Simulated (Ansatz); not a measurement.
A self-consistent single point of TlBr (Fm-3m, 2 atoms in the cell) with Ansatz (an electronic-structure program)

Computed with LDA (PW92), default PAW files made with PBE (plane waves; Ansatz).

Input as run:

Ansatz 0.2 input:
```yaml
# TlBr
crystal:
  lattice:
    - [0.000000, 3.332014, 3.332014]
    - [3.332014, 0.000000, 3.332014]
    - [3.332014, 3.332014, 0.000000]
  atoms:
    - { symbol: Tl, position: [0.000000, 0.000000, 0.000000] }
    - { symbol: Br, position: [0.500000, 0.500000, 0.500000] }
basis:
  ecutwfc: 30.9 Ry
kpoints:
  mp_grid:
    grid: [7, 7, 7]
hamiltonian:
  xc: lda
  pseudopotentials:
    kind: paw
scf:
  occupations:
    method: fermi_dirac
    width: 0.0015 Ry
output:
  forces: true
  eigenvalues: true
  stress: true
```

Output (repeated stretches shortened):

```
WARN ansatz: RAYON_NUM_THREADS=1 ignored (pool sized by the plan → 1); use --threads N
Pseudopotentials: kind: paw
Pseudopotential: Tl, paw, valence charge 13
Pseudopotential: Br, paw, valence charge 7
Crystal: 2 atoms, lattice volume = 73.986 Å³
Basis set: ecut = 420.4159175005146 eV, 1459 PW (Γ)
Bands: 14, of which v1, the nominal top of the filled ones, is band 10 counted from 1 (9 counted from 0)
Symmetry: 48 space group operations
Space group: Fm-3m (ITA 225), of the structure as read, at distance tolerance 4.2e-5 Å
k-points: 20 of 343
PAW frozen core: Tl, regenerated for the run's functional, and the local potential with it
PAW frozen core: Br, regenerated for the run's functional, and the local potential with it
Initial density: superposition of atomic densities (neutral atoms: chi_scale 0, normalization atom), corrected by the library's trained network
Initial wavefunctions: pseudopotential atomic-orbital guess
Eigensolver: davidson
Functional: x = slater, c = lda
SCF iter   1: F=—  HF=-13841.834684 eV  |F-HF|=—  |Δ(HF+E_count)|=         —  Δρ=4.04e-3  dr2=1.18e-2  ethr=1.77e-3  ⟨swp⟩=6.7  Hψ=1619  notcnv=0
all-band conjugate gradients solve this SCF's bands
preconditioner: auto → none
SCF iter   2: F=—  HF=-13841.829067 eV  |F-HF|=—  |Δ(HF+E_count)|=   5.62e-3  Δρ=1.54e-3  dr2=1.17e-3  ethr=5.90e-5  ⟨swp⟩=2.0  Hψ=702  notcnv=0
SCF iter   3: F=—  HF=-13841.828727 eV  |F-HF|=—  |Δ(HF+E_count)|=   3.40e-4  Δρ=3.70e-4  dr2=7.38e-5  ethr=5.85e-6  ⟨swp⟩=1.9  Hψ=306  notcnv=0
SCF iter   4: F=—  HF=-13841.828713 eV  |F-HF|=—  |Δ(HF+E_count)|=   1.40e-5  Δρ=3.27e-5  dr2=4.45e-7  ethr=3.69e-7  ⟨swp⟩=2.8  Hψ=530  notcnv=0
iter 5 did not close the SCF: its close was put off for the readings that it lacked (scf_convergence_deferred on its scf_iter line)
SCF iter   5: F=-13841.828713 eV  HF=-13841.828713 eV  |F-HF|=3.84e-8  |Δ(HF+E_count)|=   1.47e-7  Δρ=6.29e-6  dr2=5.22e-8  ethr=2.22e-9  ⟨swp⟩=2.1  Hψ=471  notcnv=0
SCF iter   6: F=-13841.828713 eV  HF=-13841.828713 eV  |F-HF|=7.59e-9  |Δ(HF+E_count)|=   1.24e-8  Δρ=2.77e-6  dr2=7.87e-9  ethr=2.61e-10  ⟨swp⟩=3.0  Hψ=1127  notcnv=0
SCF 1 converged in 6 iterations: F = -13841.828713 eV  dr2 = 7.87e-9
SCF converged after 6 iterations
Free energy (F): -13841.828713 eV
Harris-Foulkes:  -13841.828713 eV  (|F-HF|=7.59e-9)
Internal energy: -13841.828713 eV  (E = F + TS)
E sigma→0 (E₀):  -13841.828713 eV
Fermi energy:    4.400627 eV
--- Per-component energies (eV) ---
  E_band       = -77.798206
  E_kinetic    = 463.969964
  E_local      = -1373.592863  (includes V_loc(G=0)·N_el)
  E_nonlocal   = 393.711594
  E_hartree    = 484.298452
  E_xc         = -489.419549
  E_vxc        = -246.769229  (∫ρ·V_xc dr)
  E_paw        = -12026.723101  (= ΣΔE_a)
  E_vpaw       = -283.717093  (= ΣTr[D̂ρ^β])
  E_aug_tail   = 0.000033  (compensation charges beyond the density's cutoff)
  E_ewald      = -1294.138193
  E_core_change = 0.064950  (= ΣΔE_core)
  E_smearing   = -0.000000  (= −TS)
  E_closure    = 0.000000  (closes the sum)
  Σ components = -13841.828713   (vs F -13841.828713, Δ=0.00e0)
--- Forces (eV/Å), atoms counted from 1 ---
  atom   1  Tl    -0.00000000     0.00000000     0.00000000
  atom   2  Br     0.00000000    -0.00000000    -0.00000000
  max |Σ_I F_I| component: 2.53e-30 eV/Å
--- Stress (GPa, compression-positive) ---
       -2.223753       0.000000       0.000000
        0.000000      -2.223753       0.000000
       -0.000000       0.000000      -2.223753
  P = ⅓ Tr σ = -2.2238 GPa (-22.238 kbar)
  The stress holds the Pulay correction. Without it, at fixed plane waves, as pw.x and ABINIT print it: P = -2.2464 GPa
--- Band table (eV; the first three rows and the last of 20) ---
  k-point 0: bands = ["-10.4500", "-6.5270", "-6.5270", "-6.5270", "-6.5242", "-6.5242", "-0.9287", "1.7941", "1.7941", "1.7941", "9.4647", "9.4647", "9.4647", "11.3941"]
  k-point 1: bands = ["-10.4209", "-6.5310", "-6.5310", "-6.5269", "-6.5205", "-6.5205", "-1.1508", "1.8222", "1.8222", "2.0930", "8.1645", "8.8865", "8.8865", "11.1280"]
  k-point 2: bands = ["-10.3540", "-6.5452", "-6.5452", "-6.5273", "-6.5071", "-6.5071", "-1.5526", "1.8903", "1.8903", "2.7205", "6.5627", "8.0087", "8.0087", "11.2045"]
  k-point 19: bands = ["-10.2924", "-6.5329", "-6.5222", "-6.5092", "-6.4860", "-6.4506", "-1.1820", "0.7250", "1.1072", "2.5148", "7.0425", "8.2516", "8.2909", "11.5947"]
```

The run converged in 6 iterations.

The starting cell comes from a database of computed structures (which also holds hypothetical and non-ambient phases and stackings), without a prior relaxation at this level. Its lattice was rescaled by up to half a per cent. Spin-orbit coupling is off. Ansatz's pressure includes its estimate of the finite-basis (Pulay) stress.
